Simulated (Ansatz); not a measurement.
Band structure of NiSi2 (Fm-3m, 3 atoms in the cell).

```
CELL_PARAMETERS angstrom
      0.00000     2.66902     2.66902
      2.66902     0.00000     2.66902
      2.66902     2.66902     0.00000
ATOMIC_POSITIONS crystal
  Si 0.25000 0.25000 0.25000
  Si 0.75000 0.75000 0.75000
  Ni 0.00000 0.00000 0.00000
```

Method of the run: PBE (plane waves, PAW; Ansatz, a quantum-chemistry and plane-wave program).

Settings: basis.ecutwfc = 420 eV; kpoints.mp_grid.grid = 9 9 9; hamiltonian.xc = pbe; hamiltonian.pseudopotentials = {kind: paw} (the program's default PAW files); scf.occupations.method = gaussian; scf.occupations.width = 0.136 eV; kpoints.band_path.npoints = 8.

The starting cell has typed, rounded lattice constants, without a prior relaxation at this level. Its lattice was rescaled by a random factor within 2.5 % of one. Spin polarisation is off.

Levels in eV from the Fermi level, bands 10 to 16:
| point | 10 | 11 | 12 | 13 | 14 | 15 | 16 |
|---|---|---|---|---|---|---|---|
| Γ | -3.77 | -0.05 | 1.73 | 1.73 | 1.73 | 2.14 | 2.14 |
| X | -3.84 | -3.84 | -3.69 | -3.33 | -0.39 | 1.28 | 7.64 |
| W | -3.97 | -3.84 | -3.40 | -2.61 | 2.26 | 2.26 | 4.57 |
| K | -4.04 | -3.65 | -3.12 | -2.82 | 0.20 | 3.59 | 4.70 |
| L | -3.56 | -3.56 | -1.61 | -1.61 | 1.79 | 1.79 | 1.80 |
| U | -4.04 | -3.65 | -3.12 | -2.82 | 0.20 | 3.59 | 4.70 |

Bands cross the Fermi level along this path, so the cell is metallic at this level.

Keys are those of Ansatz 0.2.
